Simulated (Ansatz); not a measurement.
Data:

```yaml
crystal:
  lattice:
    - [0.00000, 3.26405, 3.26405]
    - [3.26405, 0.00000, 3.26405]
    - [3.26405, 3.26405, 0.00000]
  atoms:
    - { symbol: I, position: [0.00000, 0.00000, 0.00000] }
    - { symbol: Na, position: [0.50000, 0.50000, 0.50000] }
```

No spin polarisation.

Method: PBE in Ansatz (plane waves to 420 eV, PAW, no SOC). k-mesh 9×9×9 (Γ-centred); smearing 0.05 eV (Fermi–Dirac).

Problem. Predict the hole mass, gap character, electron mass and width of the top valence band.

Solution. 
* **Hole mass (degenerate bands, along [100])**: 0.39, 1.7, 1.7 mₑ (at Γ)
* **Gap character**: direct at Γ
* **Electron mass**: 0.27 mₑ (at Γ)
* **Width of the top valence band**: 0.89 eV

Spin-orbit coupling, missing from the scalar runs, can matter with I. Masses are band curvatures over ±0.01 Å⁻¹ around the edge. No phonon test of stability was made. The cell was made from NaF by this change: F → I.

Ansatz is a quantum-chemistry and plane-wave program.
